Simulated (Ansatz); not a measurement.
# A self-consistent single point of a sheet of ZrSe2 (3 atoms in the cell) with Ansatz

Method: PBE (plane waves, PAW; Ansatz, a program for electronic structure).

Input as run:

Ansatz 0.2 input:
```yaml
crystal:
  lattice:
    - [3.866362, 0.000000, 0.000000]
    - [-1.933181, 3.348368, 0.000000]
    - [0.000000, 0.000000, 17.099870]
  atoms:
    - { symbol: Zr, position: [0.000000, 0.000000, 0.500000] }
    - { symbol: Se, position: [0.333333, 0.666667, 0.590640] }
    - { symbol: Se, position: [0.666667, 0.333333, 0.409360] }
basis:
  ecutwfc: 30.9 Ry
kpoints:
  mp_grid: { grid: [8, 8, 1] }
hamiltonian:
  xc: pbe
  pseudopotentials: { kind: paw }
scf:
  occupations: { method: fermi_dirac, width: 0.0073 Ry }
output:
  forces: true
  eigenvalues: true
  stress: true
```

Output (repeated stretches shortened):

```
WARN the atoms were moved onto the symmetric positions of the space group found under crystal.symmetry.tolerance 1.0e-5 (fractional …
WARN ansatz: RAYON_NUM_THREADS=1 ignored (pool sized by the plan → 1); use --threads N
Pseudopotentials: kind: paw
Pseudopotential: Zr, paw, valence charge 12
Pseudopotential: Se, paw, valence charge 16
Crystal: 3 atoms, lattice volume = 221.375 Å³
Basis set: ecut = 420.4159175005146 eV, 4365 PW (Γ), exchange–correlation on 54×54×240 points (8 copies of the dense FFT grid, shifted against one another)
Bands: 27, of which v1, the nominal top of the filled ones, is band 22 counted from 1 (21 counted from 0)
Symmetry: 12 space group operations
Space group: P-3m1 (ITA 164), of the structure as read, at distance tolerance 6.0e-5 Å
k-points: 10 of 64
Initial density: superposition of atomic densities (neutral atoms: chi_scale 0, normalization atom), corrected by the library's trained network
Initial wavefunctions: pseudopotential atomic-orbital guess
Eigensolver: davidson
Functional: x = pbe(κ = 0.804, μ = 0.2195149727645171), c = pbe(β = 0.06672455060314922)
SCF iter   1: F=—  HF=-15126.041364 eV  |F-HF|=—  |Δ(HF+E_count)|=         —  Δρ=8.66e-4  dr2=1.32e-3  ethr=1.77e-3  ⟨swp⟩=6.4  Hψ=1154  notcnv=0
all-band conjugate gradients solve this SCF's bands
preconditioner: auto → Resta (q_TF=auto, 2.084 Å⁻¹)
SCF iter   2: F=—  HF=-15126.041165 eV  |F-HF|=—  |Δ(HF+E_count)|=   1.99e-4  Δρ=4.33e-4  dr2=3.08e-4  ethr=2.99e-6  ⟨swp⟩=2.4  Hψ=588  notcnv=0
SCF iter   3: F=—  HF=-15126.041912 eV  |F-HF|=—  |Δ(HF+E_count)|=   7.47e-4  Δρ=1.06e-4  dr2=4.49e-5  ethr=7.00e-7  ⟨swp⟩=2.2  Hψ=347  notcnv=0
SCF iter   4: F=—  HF=-15126.041950 eV  |F-HF|=—  |Δ(HF+E_count)|=   3.74e-5  Δρ=4.76e-5  dr2=1.42e-5  ethr=1.02e-7  ⟨swp⟩=2.7  Hψ=492  notcnv=0
SCF iter   5: F=—  HF=-15126.041946 eV  |F-HF|=—  |Δ(HF+E_count)|=   3.77e-6  Δρ=1.97e-5  dr2=1.35e-6  ethr=3.22e-8  ⟨swp⟩=2.0  Hψ=330  notcnv=0
SCF iter   6: F=—  HF=-15126.041945 eV  |F-HF|=—  |Δ(HF+E_count)|=   9.31e-7  Δρ=4.79e-6  dr2=1.18e-7  ethr=3.08e-9  ⟨swp⟩=2.0  Hψ=329  notcnv=0
SCF iter   7: F=-15126.041945 eV  HF=-15126.041945 eV  |F-HF|=8.82e-9  |Δ(HF+E_count)|=   1.69e-7  Δρ=1.64e-6  dr2=1.47e-8  ethr=2.27e-10  ⟨swp⟩=5.9  Hψ=1086  notcnv=0
SCF 1 converged in 7 iterations: F = -15126.041945 eV  dr2 = 1.47e-8
SCF converged after 7 iterations
Free energy (F): -15126.041945 eV
Harris-Foulkes:  -15126.041945 eV  (|F-HF|=8.82e-9)
Internal energy: -15126.038785 eV  (E = F + TS)
E sigma→0 (E₀):  -15126.040365 eV
Entropy (-TS):   -0.003160 eV (-1.053 meV/atom)
Fermi energy:    -0.466258 eV
--- Per-component energies (eV) ---
  E_band       = -1305.034005
  E_kinetic    = 567.948804
  E_local      = -25322.455595  (includes V_loc(G=0)·N_el)
  E_nonlocal   = -1114.133623
  E_hartree    = 12295.657683
  E_xc         = -370.196886
  E_vxc        = -387.273200  (∫ρ·V_xc dr)
  E_paw        = -6775.291801  (= ΣΔE_a)
  E_vpaw       = 359.576308  (= ΣTr[D̂ρ^β])
  E_aug_tail   = -0.001168  (compensation charges beyond the density's cutoff)
  E_ewald      = 5592.433800
  E_smearing   = -0.003160  (= −TS)
  E_closure    = 0.000000  (closes the sum)
  Σ components = -15126.041945   (vs F -15126.041945, Δ=0.00e0)
--- Forces (eV/Å), atoms counted from 1 ---
  atom   1  Zr     0.00000000     0.00000000     0.00000000
  atom   2  Se     0.00000000    -0.00000000     0.01372044
  atom   3  Se     0.00000000     0.00000000    -0.01372044
  max |Σ_I F_I| component: 4.63e-18 eV/Å
--- Stress (GPa, compression-positive) ---
       -0.718271       0.000000      -0.000000
       -0.000000      -0.718271      -0.000000
       -0.000000       0.000000       0.030877
  P = ⅓ Tr σ = -0.4686 GPa (-4.686 kbar)
  The stress holds the Pulay correction. Without it, at fixed plane waves, as pw.x and ABINIT print it: P = -0.4739 GPa
--- Band table (eV; the first three rows and the last of 10) ---
  k-point 0: bands = ["-50.2245", "-47.4196", "-47.4196", "-47.4193", "-47.4193", "-47.4131", "-47.4131", "-47.4128", "-47.4128", "-47.4099", "-47.4098", "-28.2447", "-28.1488", "-28.1488", "-13.4866", "-12.6039", "-4.5325", "-3.2512", "-3.2512", [...]
  k-point 1: bands = ["-50.2234", "-47.4195", "-47.4193", "-47.4193", "-47.4193", "-47.4131", "-47.4131", "-47.4128", "-47.4128", "-47.4099", "-47.4098", "-28.2396", "-28.1708", "-28.1535", "-13.3636", "-12.6057", "-4.3598", "-3.5554", "-3.1785", [...]
  k-point 2: bands = ["-50.2208", "-47.4194", "-47.4194", "-47.4192", "-47.4186", "-47.4131", "-47.4131", "-47.4128", "-47.4127", "-47.4098", "-47.4097", "-28.2295", "-28.2213", "-28.1649", "-13.0558", "-12.6031", "-4.0872", "-3.8318", "-3.0683", [...]
  k-point 9: bands = ["-50.2163", "-47.4193", "-47.4192", "-47.4191", "-47.4173", "-47.4130", "-47.4130", "-47.4127", "-47.4127", "-47.4096", "-47.4096", "-28.2689", "-28.2280", "-28.2062", "-12.5758", "-12.4844", "-4.3959", "-3.9658", "-3.5154", [...]
```

The run converged in 7 iterations.

The starting cell was generated: these elements placed on a structure prototype, without a prior relaxation; it need not be a known phase or ordering of this composition. Its lattice was rescaled in the plane by a random factor within 2.5 % of one.
